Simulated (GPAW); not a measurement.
Band structure of CsGeI3 (Cm, 5 atoms in the cell).

```
CsGeI3
1.0
    4.33460    -4.51333     0.00000
    4.33460     4.51333     0.00000
   -0.21472     0.00000     5.98478
Cs Ge I
1 1 3
Direct
  0.08465   0.08465   0.41624
  0.62905   0.62905   0.88353
  0.57020   0.57020   0.40799
  0.07120   0.62090   0.90212
  0.62090   0.07120   0.90212
```

Method of the run: PBEsol, GPAW PAW datasets PBEsol (made by gpaw-setup) (plane waves; GPAW).

Settings: mode = pw; ecut = 600 eV; xc = PBEsol; kpts = 3 3 3; mesh shift (steps) = 0 0 0; occupations.name = fermi-dirac; occupations.width = 0.05 eV; nbands = -8; convergence.density = 1e-05 e/electron; convergence.bands = -6; symmetry.symmorphic = false; symmetry.tolerance = 0.0005; maxiter = 120; bandpath_npoints = 40.

The starting cell comes from a database of computed structures (which also holds hypothetical and non-ambient phases and stackings), without a prior relaxation at this level. Spin-orbit coupling is off.

Q: Predict the gap along the standard path and the places of the band edges.

A: The gap along the path is 1.18 eV, direct at I to within 0.01 eV. Another conduction valley lies within 0.1 eV, so the order of the valleys is not sure.

Levels in eV from the top of the valence band on the SCF mesh, bands 14 to 21:
| point | 14 | 15 | 16 | 17 | 18 | 19 | 20 | 21 |
|---|---|---|---|---|---|---|---|---|
| Γ | -0.73 | -0.56 | -0.49 | -0.47 | 3.77 | 4.32 | 4.64 | 4.74 |
| Y | -0.23 | -0.14 | -0.05 | 0.71 | 1.90 | 2.14 | 2.22 | 4.69 |
| F | -0.22 | -0.14 | -0.04 | 0.72 | 1.90 | 2.12 | 2.20 | 4.68 |
| H | -0.23 | -0.15 | -0.05 | 0.68 | 1.91 | 2.16 | 2.27 | 4.70 |
| Z | -0.90 | -0.79 | -0.74 | 0.20 | 2.58 | 5.13 | 5.34 | 5.45 |
| I | -0.22 | -0.14 | -0.04 | 0.72 | 1.90 | 2.12 | 2.20 | 4.68 |
| Y1 | -0.23 | -0.14 | -0.05 | 0.71 | 1.90 | 2.14 | 2.22 | 4.69 |
| X | -0.99 | -0.99 | -0.20 | -0.13 | 2.33 | 2.57 | 5.08 | 5.72 |
